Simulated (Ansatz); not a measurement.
# Hypothetical cubic perovskite BaSnSe3, response to strain

Base system: BaSnSe3 in the cubic perovskite structure (space group Pm-3m, No. 221; a = 5.360 Å; a hypothetical phase, not in the database extracts checked). Axes: x, y, z lie along the cube axes.

Strains are applied to the cell and any free atomic positions relax; under biaxial strain the out-of-plane vector relaxes too; under stress the whole cell relaxes.

The values are results of PBE (Ansatz, a quantum-chemistry and plane-wave program), no spin-orbit coupling, not measurements.

Notes on the quantities. energy relative to the base: free energy F; pressure: mean of the normal stresses, compression positive.

```json
[
 {"case": "base", "energy relative to the base": "0 meV/atom", "space group": "Pm-3m (No. 221)", "pressure": "0.0 GPa"},
 {"case": "biaxial strain +1.12 %, plane normal [001], relaxed out of plane", "energy relative to the base": "+2.4 meV/atom", "space group": "P4/mmm (No. 123)", "pressure": "-0.7 GPa"},
 {"case": "isotropic strain −1.07 %", "energy relative to the base": "+4.4 meV/atom", "space group": "Pm-3m (No. 221)", "pressure": "1.5 GPa"},
 {"case": "isotropic strain +4.34 %", "energy relative to the base": "+60 meV/atom", "space group": "Pm-3m (No. 221)", "pressure": "-4.1 GPa"},
 {"case": "uniaxial stress, 3 GPa tension along x", "energy relative to the base": "+14 meV/atom", "space group": "P4/mmm (No. 123)", "pressure": "–"}
]
```

Without a gap, meshes like the base's 9×9×9 leave anisotropic stresses uncertain by several tenths of a GPa, and small strain energies with them. Stability under load was not tested beyond the relaxation. All final runs are without spin polarisation. Many cubic perovskites are stable only at high temperature; tilts and polar distortions were not tested.
